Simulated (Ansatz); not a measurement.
The starting structures come from a database of crystals and need not be the phases stable at ambient conditions.

Given:

```xyz
12
Lattice="5.1753 0.0000 0.0000 0.0000 7.3189 0.0000 0.0000 3.6595 3.6595" Properties=species:S:1:pos:R:3 pbc="T T T"
Sn     2.5876     1.8297     1.8297
Sn     0.0000     3.6595     0.0000
Sn     2.5876     5.4892     1.8297
Sn     0.0000     0.0000     0.0000
O      0.8337     6.6683     1.8297
O      4.3415     4.3101     1.8297
O      3.4214     6.1398     0.0000
O      1.7539     1.1791     0.0000
O      4.3415     1.8297     0.6507
O      0.8337     9.1487     3.0088
O      1.7539     3.6595     1.1791
O      3.4214     7.3189     2.4804
```

Space group of this cell: Pa-3. The cell is taken as given; by r2SCAN its mean pressure is -9.0 GPa.

Level of theory: r2SCAN (plane waves, PAW; Ansatz, an electronic-structure program).

The current runs along the normal of the first two printed vectors; no spin-orbit coupling. Scaled by the factor s: both lengths across the current (ions clamped). The meshes follow the cell: 6×6×8 and 6×4 across at s = 0.98, 8×8×8 and 6×4 across at s = 1.00, 6×6×8 and 6×4 across at s = 1.02.

```json
[
 {"s": "0.98", "mean pressure (GPa)": "-0.5", "band gap (eV)": "?"},
 {"s": "1.00", "mean pressure (GPa)": "-9.0", "band gap (eV)": "1.11"},
 {"s": "1.02", "mean pressure (GPa)": "-15.7", "band gap (eV)": "0.67"}
]
```

Question: Take the slope of the band gap against ln s from the two given rows, extrapolate to s = 0.98, and say what the run there gives.

Answer: Slope = (0.67 − 1.11) / ln 1.02 = -22.2 eV. The line gives 1.11 + (-22.2) × ln 0.98 = 1.56 eV. The run gives 1.53 eV, 0.03 eV under the line, 6 % of the predicted step.
